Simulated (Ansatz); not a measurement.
Start from MgTe in the wurtzite structure (space group P6_3mc, No. 186; a = 4.561 Å, c = 7.412 Å). Axes: x lies along a and z along c of the hexagonal cell.

Method: Ansatz (a quantum-chemistry and plane-wave program), PBEsol, PAW, cutoff 420 eV, spin-orbit coupling left out.

Before the change:

| Item | Result |
|---|---|
| Valence-band top at Γ | 0.00, -0.02, -0.02 eV |
| Electron mass | 0.15 mₑ along c, 0.17 mₑ across (at Γ) |
| Gap character | direct at Γ |

Perturbation: biaxial strain +3.00 %, plane normal [001], relaxed out of plane (Cartesian); in-plane vectors clamped, the third vector and the atoms free.

### Question
Predict the new valence-band top at Γ.

### Answer
The valence-band top at Γ (three highest levels, from the VBM) changes from 0.00, -0.02, -0.02 eV to 0.00, -0.32, -0.32 eV.

### Question
What happens to the ratio −ε⊥/ε∥?

### Answer
The ratio −ε⊥/ε∥ amounts to 0.97.

### Question
How does this affect the electron mass?

### Answer
The electron mass changes from 0.15 mₑ along c, 0.17 mₑ across (at Γ) to 0.16 mₑ out of plane, 0.17 mₑ in plane (at Γ).

### Question
What happens to the gap character?

### Answer
The gap character stays direct at Γ.

With Te present, leaving out spin-orbit coupling can change the band edges. Masses are band curvatures over ±0.01 Å⁻¹ around the edge. No phonon test of stability was made.
